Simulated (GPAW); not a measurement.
Band structure of CsPbCl₃ (Pm-3m, 5 atoms in the cell).

```
CELL_PARAMETERS angstrom
      5.71098     0.00000     0.00000
      0.00000     5.71098     0.00000
      0.00000     0.00000     5.71098
ATOMIC_POSITIONS crystal
  Cs 0.00000 0.00000 0.00000
  Pb 0.50000 0.50000 0.50000
  Cl 0.50000 0.00000 0.50000
  Cl 0.00000 0.50000 0.50000
  Cl 0.50000 0.50000 0.00000
```

Method of the run: PBE, GPAW PAW datasets PBE (gpaw-data 1.0.1) (plane waves; GPAW 25.7.0).

Settings: mode = pw; ecut = 600 eV; xc = PBE; kpts = 5 5 5; mesh shift (steps) = 0 0 0; occupations.name = fermi-dirac; occupations.width = 0.02 eV; nbands = -4; convergence.forces = 0.001 eV/Å; convergence.bands = -2; symmetry.symmorphic = false; symmetry.tolerance = 0.0005; maxiter = 120; bandpath_npoints = 40.

The starting cell has typed, rounded lattice constants, without a prior relaxation at this level. Its lattice was rescaled by a random factor within 2.5 % of one. Spin-orbit coupling is off.

Problem. Predict the gap along the standard path and the places of the band edges.

Solution. The gap along the path is 2.11 eV, direct at R to within 0.01 eV.

Levels in eV from the top of the valence band on the SCF mesh, bands 19 to 26:
```
point     19     20     21     22    23    24    25    26
-----  -----  -----  -----  -----  ----  ----  ----  ----
Γ      -1.72  -1.64  -1.64  -1.64  4.11  5.16  5.16  6.04
X      -1.82  -1.73  -1.73  -0.98  3.59  5.43  5.86  5.86
M      -1.89  -1.89  -1.35  -0.20  3.15  3.15  5.49  6.15
R      -1.34  -1.34  -1.34   0.53  2.63  2.63  2.63  5.87
```
